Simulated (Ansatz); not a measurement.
Ansatz (a program for electronic structure) run on TiSb (Pm-3m, 2 atoms in the cell): relaxation of cell and atoms.

Level of theory: PBE (plane waves, PAW; Ansatz).

```
CELL_PARAMETERS angstrom
      3.43589     0.00000     0.00000
      0.00000     3.43589     0.00000
      0.00000     0.00000     3.43589
ATOMIC_POSITIONS crystal
  Ti 0.00000 0.00000 0.00000
  Sb 0.50000 0.50000 0.50000
```

Reference input (self-consistent single point, DFT, PBE, plane waves, default PAW files): basis.ecutwfc = 420 eV; kpoints.mp_grid.grid = 8 8 8; hamiltonian.xc = pbe; hamiltonian.pseudopotentials = {kind: paw} (the program's default PAW files); scf.occupations.method = cold; scf.occupations.width = 0.05 eV. This run's input differs from it in these lines:

Ansatz 0.2 input:
```diff
@@ -9,3 +9,3 @@
 basis:
-  ecutwfc: 420.0
+  ecutwfc: 250.0
 kpoints:
@@ -21,2 +21,4 @@
     width: 0.05
+relax:
+  cell: {}
 output:
```

The program printed (abridged):

```
   [... SCF lines of the steps left out ...]
relax step   1: F+E_penalty+E_count = -8982.55441799 eV  Δ(F+E_penalty+E_count) = +0.000e0 eV  max|allowed force component| = 2.620e-29 eV/Å  Δτ_max = 0.0000 Å  P = -1.280 GPa  Ω = 40.562 Å³  (6 SCF iters, dr2 threshold 1.00e-7 eV, accepted)
relax step   2: F+E_penalty+E_count = -8982.93201299 eV  Δ(F+E_penalty+E_count) = -3.776e-1 eV  max|allowed force component| = 4.963e-30 eV/Å  Δτ_max = 0.0000 Å  P = +10.673 GPa  Ω = 39.437 Å³  energy of the carried Pulay correction = +4.106e-1 eV  [...]
   [... lines left out ...]
relax step  11: F+E_penalty+E_count = -8982.53145219 eV  Δ(F+E_penalty+E_count) = +3.737e-3 eV  max|allowed force component| = 1.315e-29 eV/Å  Δτ_max = 0.0000 Å  P = -0.002 GPa  Ω = 40.204 Å³  energy of the carried Pulay correction = -3.739e-3 eV  [...]
relax step  12: F+E_penalty+E_count = -8982.53145219 eV  Δ(F+E_penalty+E_count) = -3.347e-10 eV  max|allowed force component| = 3.971e-29 eV/Å  Δτ_max = 0.0000 Å  P = +0.039 GPa  Ω = 40.204 Å³  stress off target by 3.95e-2 GPa  SCF on the basis [...]
basis re-selected at this cell: Δ(F+E_penalty+E_count) = -3.347e-10 eV, ΔP = +0.042 GPa vs the last step
the relaxation is at rest under the 48 symmetry operations that the run kept from its start: a minimum is not shown …
Stability not checked (fill_not_monotonic)
Free energy (F): -8982.531452 eV
Internal energy: -8982.531979 eV  (E = F + TS)
   [... lines left out ...]
Fermi energy:    13.859485 eV
   [... lines left out ...]
  cell:  # Å, volume = 40.2040 Å³
    - [3.4257565859885655, -6.88118719713356e-34, 6.620384183831123e-35]
    - [-5.597233900875403e-34, 3.4257565859885655, 0.0]
    - [2.0061770254033702e-36, 0.0, 3.4257565859885655]
  atoms:
    - { symbol: Ti, position: [-6.539722695684808e-47, 6.073814645995406e-48, -2.6552195173750406e-48] }
    - { symbol: Sb, position: [0.49999999999999994, 0.49999999999999994, 0.49999999999999994] }
```

The run converged. 

Summary of the result:
```
Item                                                                                Value
-----------------------------------------------  ----------------------------------------
Free energy E − TS (on the zero of these files)                             -8982.5315 eV
Fermi level (on the code's own zero)                                             13.86 eV
Pressure                                                                         0.04 GPa
Final cell                                       a = b = c = 3.4258 Å, α = β = γ = 90.00°
Final volume per atom                                                            20.10 Å³
Relaxation steps                                                                       12
```

The starting cell was generated: these elements placed on a structure prototype, without a prior relaxation; it need not be a known phase or ordering of this composition. Its lattice was rescaled by a random factor within 2.5 % of one. Spin polarisation is off. The relaxation keeps the symmetry of its start, so its end need not be a minimum. Ansatz's pressure includes its estimate of the finite-basis (Pulay) stress. Without the estimate this run gives -59.23 GPa. The cutoff lies below the one recommended for these files.
